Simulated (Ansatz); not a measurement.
Cubic perovskite CsPbF3, treated with PBE0 (Ansatz, a program for electronic structure, PAW).

The input as run:

Ansatz 0.2 input:
```yaml
crystal:
  lattice:
    - [4.8651223844, 0.0, 0.0]
    - [0.0, 4.8651223844, 0.0]
    - [0.0, 0.0, 4.8651223844]
  atoms:
    - { symbol: Cs, position: [0.0, 0.0, 0.0] }
    - { symbol: Pb, position: [0.5, 0.5, 0.5] }
    - { symbol: F, position: [0.5, 0.0, 0.5] }
    - { symbol: F, position: [0.0, 0.5, 0.5] }
    - { symbol: F, position: [0.5, 0.5, 0.0] }
basis:
  ecutwfc: 460
  ecutrho_ratio: 4
  xc_grid: 2
kpoints:
  mp_grid: { grid: [6, 6, 6] }
hamiltonian:
  xc: pbe0
  dispersion: none
  pseudopotentials: { kind: paw }
scf:
  occupations: { method: fermi_dirac, width: 0.01 }
  convergence: { dr2_threshold: 0.0000000005 }
output:
  forces: true
  stress: true
  eigenvalues: true
```

Excerpt of the program's output:

```
WARN output.stress: scf.exx.energy_threshold = 1e-6 eV is looser than the 5e-8 eV advised for a stress under a hybrid functional (1e-8 eV for each atom of the …
Crystal: 5 atoms, lattice volume = 115.155 Å³
Basis set: ecut = 460 eV, 2553 PW (Γ), exchange–correlation on 72×72×72 points (8 copies of the dense FFT grid, shifted against one another)
Bands: 27, of which v1, the nominal top of the filled ones, is band 22 counted from 1 (21 counted from 0)
Symmetry: 48 space group operations
Space group: Pm-3m (ITA 221), of the structure as read, at distance tolerance 4.9e-5 Å
k-points: 20 of 216
Functional: x = pbe(κ = 0.804, μ = 0.2195149727645171), c = pbe(β = 0.06672455060314922), warm-up for x = 0.75 pbe(κ = 0.804, μ = 0.2195149727645171) + 0.25 exact, c = pbe(β = 0.06672455060314922)
SCF iter   1: F=—  HF=-20006.508934 eV  |F-HF|=—  |Δ(HF+E_count)|=         —  Δρ=1.05e-3  dr2=5.08e-4
SCF iter   2: F=-20006.509284 eV  HF=-20006.509319 eV  |F-HF|=3.51e-5  |Δ(HF+E_count)|=   3.86e-4  Δρ=5.59e-4  dr2=1.90e-4
Crystal: 5 atoms, lattice volume = 115.155 Å³
Initial density: handed on by an earlier stage of this run
Functional: x = 0.75 pbe(κ = 0.804, μ = 0.2195149727645171) + 0.25 exact, c = pbe(β = 0.06672455060314922)
  ...
Crystal: 5 atoms, lattice volume = 115.155 Å³
SCF iter   5: F=—  HF=-20010.544189 eV  |F-HF|=—  |Δ(HF+E_count)|=   9.19e-9  Δρ=2.20e-6  dr2=3.82e-9
SCF iter   6: F=-20010.544189 eV  HF=-20010.544189 eV  |F-HF|=3.64e-12  |Δ(HF+E_count)|=   1.22e-9  Δρ=9.35e-8  dr2=2.50e-11
SCF 3 converged in 6 iterations: F = -20010.544189 eV  dr2 = 2.50e-11
Free energy (F): -20010.544189 eV
Internal energy: -20010.544189 eV  (E = F + TS)
E sigma→0 (E₀):  -20010.544189 eV
Fermi energy:    6.412821 eV
--- Stress (GPa, compression-positive) ---
        0.000394       0.000000       0.000000
        0.000000       0.000394      -0.000000
        0.000000       0.000000       0.000394
  P = ⅓ Tr σ = 0.0004 GPa (0.004 kbar)
```

The PAW data were made under PBE.

Note: the volume lies 6 % above that of the published cell.

It cost around 7 core-minutes (rough) of CPU time.
